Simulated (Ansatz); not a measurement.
**A self-consistent single point of AlSiMo (P3_212, 9 atoms in the cell) with Ansatz (a first-principles code)**

Level of theory: PBEsol, default PAW files made with PBE (plane waves; Ansatz).

Input:

Ansatz 0.2 input:
```yaml
crystal:
  lattice:
    - [4.729180, 0.000000, 0.000000]
    - [-2.364590, 4.095590, 0.000000]
    - [0.000000, 0.000000, 6.577440]
  atoms:
    - { symbol: Al, position: [0.665970, 0.832985, 0.500000] }
    - { symbol: Al, position: [0.167015, 0.832985, 0.166667] }
    - { symbol: Al, position: [0.167015, 0.334030, 0.833333] }
    - { symbol: Si, position: [0.011040, 0.505520, 0.500000] }
    - { symbol: Si, position: [0.494480, 0.505520, 0.166667] }
    - { symbol: Si, position: [0.494480, 0.988960, 0.833333] }
    - { symbol: Mo, position: [0.345030, 0.172515, 0.500000] }
    - { symbol: Mo, position: [0.827485, 0.172515, 0.166667] }
    - { symbol: Mo, position: [0.827485, 0.654970, 0.833333] }
kpoints:
  mp_grid:
    grid: [8, 8, 5]
hamiltonian:
  xc: pbesol
  pseudopotentials:
    kind: paw
scf:
  occupations:
    method: cold
    width: 0.1
output:
  forces: true
  eigenvalues: true
  stress: true
```

The program printed (abridged):

```
WARN the atoms were moved onto the symmetric positions of the space group found under crystal.symmetry.tolerance 1.0e-5 (fractional …
WARN basis.ecutwfc = 420 eV, the default
WARN ansatz: RAYON_NUM_THREADS=1 ignored (pool sized by the plan → 1); use --threads N
Pseudopotentials: kind: paw
Pseudopotential: Al, paw, valence charge 3
Pseudopotential: Si, paw, valence charge 4
Pseudopotential: Mo, paw, valence charge 14
Crystal: 9 atoms, lattice volume = 127.397 Å³
Basis set: ecut = 420 eV, 2499 PW (Γ), exchange–correlation on 64×64×90 points (8 copies of the dense FFT grid, shifted against one another)
Bands: 41, of which v1, the nominal top of the filled ones, is band 32 counted from 1 (31 counted from 0)
Symmetry: 6 space group operations
Space group: P3212 (ITA 153), of the structure as read, at distance tolerance 5.0e-5 Å
k-points: 40 of 320 (time reversal used)
PAW frozen core: Al, regenerated for the run's functional, and the local potential with it
PAW frozen core: Si, regenerated for the run's functional, and the local potential with it
PAW frozen core: Mo, regenerated for the run's functional, and the local potential with it
Initial density: superposition of atomic densities (neutral atoms: chi_scale 0, normalization atom), corrected by the library's trained network
Initial wavefunctions: pseudopotential atomic-orbital guess
Eigensolver: davidson
Functional: x = pbesol(κ = 0.804, μ = 0.12345679012345678), c = pbesol(β = 0.046)
SCF iter   1: F=—  HF=-18134.621388 eV  |F-HF|=—  |Δ(HF+E_count)|=         —  Δρ=8.38e-3  dr2=7.86e-2  ethr=1.77e-3  ⟨swp⟩=7.1  Hψ=7048  notcnv=0  defer=2
all-band conjugate gradients solve this SCF's bands
preconditioner: auto → Kerker (q_TF=auto, 2.426 Å⁻¹)
SCF iter   2: F=—  HF=-18134.608432 eV  |F-HF|=—  |Δ(HF+E_count)|=   1.30e-2  S|Δr|=    0.00e0  Δρ=4.22e-3  dr2=1.89e-2  ethr=1.25e-4  ⟨swp⟩=1.0  Hψ=1960  notcnv=0  defer=2
SCF iter   3: F=—  HF=-18134.604896 eV  |F-HF|=—  |Δ(HF+E_count)|=   3.54e-3  S|Δr|=    0.00e0  Δρ=5.18e-4  dr2=2.96e-4  ethr=2.99e-5  ⟨swp⟩=2.0  Hψ=2043  notcnv=0  defer=2
SCF iter   4: F=—  HF=-18134.604862 eV  |F-HF|=—  |Δ(HF+E_count)|=   3.39e-5  S|Δr|=    0.00e0  Δρ=1.07e-4  dr2=1.78e-5  ethr=4.70e-7  ⟨swp⟩=2.1  Hψ=2320  notcnv=0  defer=2
SCF iter   5: F=—  HF=-18134.604912 eV  |F-HF|=—  |Δ(HF+E_count)|=   4.96e-5  S|Δr|=    0.00e0  Δρ=2.08e-5  dr2=5.89e-7  ethr=2.83e-8  ⟨swp⟩=2.1  Hψ=2353  notcnv=0  defer=2
SCF iter   6: F=-18134.604911 eV  HF=-18134.604911 eV  |F-HF|=7.13e-9  |Δ(HF+E_count)|=   1.42e-7  S|Δr|=    0.00e0  Δρ=3.67e-6  dr2=1.59e-8  ethr=1.59e-10  ⟨swp⟩=9.4  Hψ=7043  notcnv=0
SCF 1 converged in 6 iterations: F = -18134.604911 eV  dr2 = 1.59e-8
SCF converged after 6 iterations
Stability not checked (fill_not_monotonic)
Free energy (F): -18134.604911 eV
Harris-Foulkes:  -18134.604911 eV  (|F-HF|=7.13e-9)
Internal energy: -18134.599477 eV  (E = F + TS)
E sigma→0 (E₀):  -18134.603100 eV
Entropy (-TS):   -0.005434 eV (-0.604 meV/atom)
Fermi energy:    13.992579 eV
--- Per-component energies (eV) ---
  E_band       = -253.326041
  E_kinetic    = 1530.939600
  E_local      = -3691.575783  (includes V_loc(G=0)·N_el)
  E_nonlocal   = 542.005722
  E_hartree    = 1372.703872
  E_xc         = -838.588342
  E_vxc        = -925.316244  (∫ρ·V_xc dr)
  E_paw        = -12293.614786  (= ΣΔE_a)
  E_vpaw       = -454.785384  (= ΣTr[D̂ρ^β])
  E_aug_tail   = 0.000133  (compensation charges beyond the density's cutoff)
  E_ewald      = -4757.249890
  E_core_change = 0.779997  (= ΣΔE_core)
  E_smearing   = -0.005434  (= −TS)
  E_closure    = 0.000000  (closes the sum)
  Σ components = -18134.604911   (vs F -18134.604911, Δ=0.00e0)
--- Forces (eV/Å), atoms counted from 1 ---
  atom   1  Al     0.05931792     0.03424722     0.00000000
  atom   2  Al    -0.05931792     0.03424722     0.00000000
  atom   3  Al    -0.00000000    -0.06849444     0.00000000
  atom   4  Si    -0.06151709    -0.03551691    -0.00000000
  atom   5  Si     0.06151709    -0.03551691    -0.00000000
  atom   6  Si     0.00000000     0.07103381    -0.00000000
  atom   7  Mo    -0.00092733    -0.00053539     0.00000000
  atom   8  Mo     0.00092733    -0.00053539    -0.00000000
  atom   9  Mo     0.00000000     0.00107078    -0.00000000
  max |Σ_I F_I| component: 1.40e-16 eV/Å
--- Stress (GPa, compression-positive) ---
       -1.355642       0.000000      -0.000000
        0.000000      -1.355642       0.000000
       -0.000000       0.000000      -1.135621
  P = ⅓ Tr σ = -1.2823 GPa (-12.823 kbar)
  The stress holds the Pulay correction. Without it, at fixed plane waves, as pw.x and ABINIT print it: P = -1.3244 GPa
--- Band table (eV; the first three rows and the last of 40) ---
  k-point 0: bands = ["-46.3723", "-46.3478", "-46.3478", "-20.6459", "-20.6459", "-20.6194", "-20.5184", "-20.5184", "-20.5122", "-20.4521", "-20.4521", "-20.4077", "2.3204", "5.3460", "5.3460", "8.5679", "9.1736", "9.1736", "10.0276", "10.0276", [...]
  k-point 1: bands = ["-46.3708", "-46.3542", "-46.3428", "-20.6705", "-20.6140", "-20.6136", "-20.5406", "-20.5198", "-20.5054", "-20.4533", "-20.4440", "-20.4110", "2.4674", "4.4243", "6.1972", "8.6854", "9.0711", "9.3296", "9.8587", "10.3599", [...]
  k-point 2: bands = ["-46.3668", "-46.3609", "-46.3401", "-20.6837", "-20.5979", "-20.5864", "-20.5595", "-20.5406", "-20.5014", "-20.4506", "-20.4321", "-20.4200", "2.8966", "3.5716", "6.8112", "8.8585", "9.0039", "9.2138", "9.9980", "10.2100", [...]
  k-point 39: bands = ["-46.3643", "-46.3536", "-46.3495", "-20.6792", "-20.6466", "-20.6195", "-20.5331", "-20.5064", "-20.4943", "-20.4549", "-20.4427", "-20.4156", "4.4639", "4.9380", "5.6963", "6.5822", "7.8608", "8.9041", "8.9843", "9.4547", [...]
```

The run converged in 6 iterations.

The starting cell comes from a database of computed structures (which also holds hypothetical and non-ambient phases and stackings), without a prior relaxation at this level. Spin polarisation is off. Ansatz's pressure includes its estimate of the finite-basis (Pulay) stress.
